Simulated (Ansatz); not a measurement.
Consider the following.

```yaml
crystal:
  lattice:
    - [0.00000, 2.78660, 2.78660]
    - [2.78660, 0.00000, 2.78660]
    - [2.78660, 2.78660, 0.00000]
  atoms:
    - { symbol: Ga, position: [0.00000, 0.00000, 0.00000] }
    - { symbol: As, position: [0.25000, 0.25000, 0.25000] }
```

No spin polarisation.

The values are results of Ansatz (a first-principles code), PBE, PAW, cutoff 420 eV, spin-orbit coupling left out, not measurements. Settings: 10×10×10 k-points, 0.05 eV Fermi–Dirac smearing.

Predict the band gap, hole mass, gap character and electron mass.

The band gap comes out as 0.84 eV and the hole mass (degenerate bands, along [100]) is 0.047, 0.33, 0.33 mₑ (at Γ). The gap character comes out as direct at Γ and the electron mass is 0.047 mₑ (at Γ).

The cells carry an imposed strain or load. Effective masses come from finite differences of ±0.01 Å⁻¹. Whether these cells are dynamically stable was not tested. The cell was made from GaAs in the zinc blende structure (space group F-43m, No. 216) by this change: isotropic strain −3.00 %.
